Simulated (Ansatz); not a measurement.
Start from WSe2 (space group P6_3/mmc, No. 194; a = 3.230 Å, c = 12.411 Å; layered, stacked along the Cartesian z axis). Axes: x lies along a and z along c of the hexagonal cell.

All numbers come from PBEsol-D3(BJ) (Ansatz, a quantum-chemistry and plane-wave program; PAW; 420 eV plane waves; scalar-relativistic without spin-orbit coupling).

For the base:

The smallest direct gap is 1.65 eV and the band gap is 0.67 eV. The hole mass is 1.5 mₑ along c, 0.60 mₑ across (at Γ).

Now apply this change: uniaxial strain ε_zz = +3.00 %, all other strain components held at zero; the atoms relax in the strained cell.

**Question.** What does the calculation give for the smallest direct gap, band gap, stress and hole mass after the change?

**Answer.** The smallest direct gap increases by 0.07 eV (1.65 eV → 1.72 eV); the band gap increases by 0.17 eV, from 0.67 eV to 0.84 eV; the stress (xx, yy, zz, yz, xz, xy; compression positive) is (-0.47, -0.47, -2.43, 0.00, 0.00, 0.00) GPa; the hole mass goes from 1.5 mₑ along c, 0.60 mₑ across (at Γ) to 1.1 mₑ along z, 0.79 mₑ across (at Γ).

Spin-orbit coupling, missing from the scalar runs, can matter with W. Masses are band curvatures over ±0.01 Å⁻¹ around the edge. Whether these cells are dynamically stable was not tested.
